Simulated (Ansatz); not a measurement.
Pressure series in ZrN

Base system: ZrN in the rock salt structure (space group Fm-3m, No. 225).

```cif
data_N4Zr4
_chemical_formula_sum 'N4 Zr4'
_space_group_name_H-M_alt 'Fm-3m'
_space_group_IT_number 225
_space_group_name_Hall '-F 4 2 3'
_cell_length_a 4.59522
_cell_length_b 4.59522
_cell_length_c 4.59522
_cell_angle_alpha 90.000
_cell_angle_beta 90.000
_cell_angle_gamma 90.000
loop_
_atom_site_label
_atom_site_type_symbol
_atom_site_symmetry_multiplicity
_atom_site_Wyckoff_symbol
_atom_site_fract_x
_atom_site_fract_y
_atom_site_fract_z
_atom_site_occupancy
N1 N 4 a 0.00000 0.00000 0.00000 1
Zr1 Zr 4 b 0.50000 0.50000 0.50000 1
```
(The calculation used a cell of 2 atoms; values per cell refer to that cell.)

Cell and atoms are relaxed at each pressure.

Level of theory: DFT with PBE, PAW potentials and a 420 eV plane-wave cutoff in Ansatz (a quantum-chemistry and plane-wave program), no SOC, earlier PAW set.

| pressure (GPa) | volume per atom (Å³/atom) |
|---|---|
| -2 | 12.228 |
| 0 | 12.129 |
| 3 | 11.987 |
| 7 | 11.811 |
| 15 | ? |
| 30 | 11.000 |
| 50 | 10.473 |
| 75 | 9.954 |
| 100 | 9.535 |

Question: Fit the third-order Birch–Murnaghan form P(V) = (3B₀/2)[(V₀/V)^(7/3) − (V₀/V)^(5/3)]·[1 + (3/4)(B₀′ − 4)((V₀/V)^(2/3) − 1)] (squares taken in P) to the rows shown and predict the withheld row.

Answer: Least squares on the printed values gives V₀ = 12.128 Å³/atom, B₀ = 250 GPa, B₀′ = 4.2; this predicts 11.496 Å³/atom, and the run gives 11.495 Å³/atom, in agreement.

Load acts through the strain it causes; cell and atoms are relaxed under it. Stability against distortions was not tested. Competing high-pressure phases were not computed. The final runs are not spin-polarised. An odd electron count without spin: ZrN.
